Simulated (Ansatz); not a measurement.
**Response to strain in TiAl**

Take TiAl (space group P4/mmm, No. 123; relaxed with 0.1 eV smearing) as the base.

```cif
data_AlTi
_chemical_formula_sum 'Ti1 Al1'
_space_group_name_H-M_alt 'P 1'
_space_group_IT_number 1
_cell_length_a 2.82407
_cell_length_b 2.82407
_cell_length_c 4.07475
_cell_angle_alpha 90.000
_cell_angle_beta 90.000
_cell_angle_gamma 90.000
loop_
_space_group_symop_operation_xyz
  'x, y, z'
loop_
_atom_site_label
_atom_site_type_symbol
_atom_site_fract_x
_atom_site_fract_y
_atom_site_fract_z
_atom_site_occupancy
Ti1 Ti 0.00000 0.00000 0.00000 1
Al1 Al 0.50000 0.50000 0.50000 1
```

Strains are applied to the cell and any free atomic positions relax.

Calculations: PBE (Ansatz, a program for electronic structure; PAW; 420 eV plane waves; no SOC).

Notes on the quantities. pressure: mean of the normal stresses, compression positive; energy relative to the base: free energy F.

```tsv
case	pressure	energy relative to the base	volume per atom
base	0.0 GPa	0 meV/atom	16.25 Å³
isotropic strain −3.00 %	12.3 GPa	+51 meV/atom	14.83 Å³
isotropic strain −2.50 %	10.0 GPa	+35 meV/atom	15.06 Å³
isotropic strain −1.00 %	3.6 GPa	+5.3 meV/atom	15.77 Å³
isotropic strain −0.50 %	1.7 GPa	+1.3 meV/atom	16.01 Å³
isotropic strain +1.00 %	-3.2 GPa	+5.0 meV/atom	16.74 Å³
isotropic strain +1.50 %	-4.6 GPa	+11 meV/atom	16.99 Å³
isotropic strain +2.00 %	[?]	[?]	17.24 Å³
isotropic strain +2.50 %	-7.2 GPa	+30 meV/atom	17.50 Å³
isotropic strain +3.00 %	-8.4 GPa	+43 meV/atom	17.76 Å³
```

Problem. Complete the table.

Solution. 
- isotropic strain +2.00 %, pressure: -6.0 GPa
- isotropic strain +2.00 %, energy relative to the base: +19 meV/atom

Whether these cells are dynamically stable was not tested. The final runs are not spin-polarised.
